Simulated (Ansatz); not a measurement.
Effect of pressure 2.1 GPa on hypothetical P6_3mc GeSe

The parent structure is GeSe (space group P6_3mc, No. 186; a = 4.711 Å, c = 5.693 Å; a hypothetical phase, not in the database extracts checked).

One thing is altered: cell and atoms relaxed at a pressure of 2.1 GPa.

Computed with DFT with PBEsol, PAW potentials and a 420 eV plane-wave cutoff in Ansatz (a program for electronic structure), no spin-orbit coupling. k-mesh 8×8×6 (Γ-centred); smearing 0.05 eV (Fermi–Dirac).

| quantity | base | changed | shift |
|---|---|---|---|
| c/a ratio | 1.208 | 1.200 | -0.008 |
| enthalpy H = E + PV relative to the base's energy | – | +0.35 eV/atom | – |
| band gap | 0.57 eV | 0.25 eV | -0.32 eV |
| gap character | indirect, H → K–Γ (73 % along) | indirect, H → K–Γ (73 % along) | – |
| smallest direct gap | 0.93 eV | 0.56 eV | -0.37 eV |
| mean gap deformation potential ΔEg/Δln V | – | +6.3 eV | – |
| width of the top valence band | 2.42 eV | 2.70 eV | +0.28 eV |

Final structure:

```yaml
crystal:
  lattice:
    - [4.64337, 0.00000, 0.00000]
    - [-2.32169, 4.02128, 0.00000]
    - [0.00000, 0.00000, 5.57315]
  atoms:
    - { symbol: Ge, position: [0.66667, 0.33333, 0.04774] }
    - { symbol: Ge, position: [0.33333, 0.66667, 0.54774] }
    - { symbol: Se, position: [0.66667, 0.33333, 0.57746] }
    - { symbol: Se, position: [0.33333, 0.66667, 0.07746] }
```

Cost of the whole job for the changed cell (relaxation, final SCF and bands): roughly 70 core-seconds.

Load acts through the strain it causes; cell and atoms are relaxed under it. No phonon test of stability was made. The zero or small gap of GeSe under pressure 2.1 GPa can change with the level of theory.
